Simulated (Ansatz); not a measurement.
BeS (model structure, within 0.1 Å of P6₃/mmc, No. 194, 8 atoms in the cell), treated with r²SCAN in Ansatz (PAW).

Settings: plane-wave cutoff 560 eV, 6×18×16 k mesh (along the axes of the cell as run), Fermi–Dirac smearing 0.05 eV, scalar-relativistic PAW data made under PBE.

Cell (relaxed at this level):

```cif
data_Be4S4
_chemical_formula_sum 'Be4 S4'
_space_group_name_H-M_alt 'P 1'
_space_group_IT_number 1
_cell_length_a 7.00152
_cell_length_b 3.46167
_cell_length_c 5.99557
_cell_angle_alpha 90.000
_cell_angle_beta 90.000
_cell_angle_gamma 90.000
loop_
_space_group_symop_operation_xyz
  'x, y, z'
loop_
_atom_site_label
_atom_site_type_symbol
_atom_site_fract_x
_atom_site_fract_y
_atom_site_fract_z
_atom_site_occupancy
Be1 Be 0.25000 0.25000 0.41658 1
Be2 Be 0.25000 0.75000 0.91658 1
Be3 Be 0.75000 0.75000 0.58342 1
Be4 Be 0.75000 0.25000 0.08342 1
S1 S 0.75000 0.25000 0.41675 1
S2 S 0.75000 0.75000 0.91675 1
S3 S 0.25000 0.75000 0.58325 1
S4 S 0.25000 0.25000 0.08325 1
```

Give the computed band gap, smallest direct gap on the k points sampled and Γ–Γ gap.


band gap: 4.39 eV (indirect)
smallest direct gap on the k points sampled: 4.69 eV
Γ–Γ gap: 4.81 eV

Note: the cell has widely spaced layers and the level no dispersion term, so their spacing and the moduli can rest on weak binding.

The result took about 4 core-minutes (a rough figure).

A model structure was made by putting elements into a prototype or built by hand; it is no filed structure, need not be a known phase, and can be a saddle point held by its symmetry.

Ansatz is a program for electronic structure.
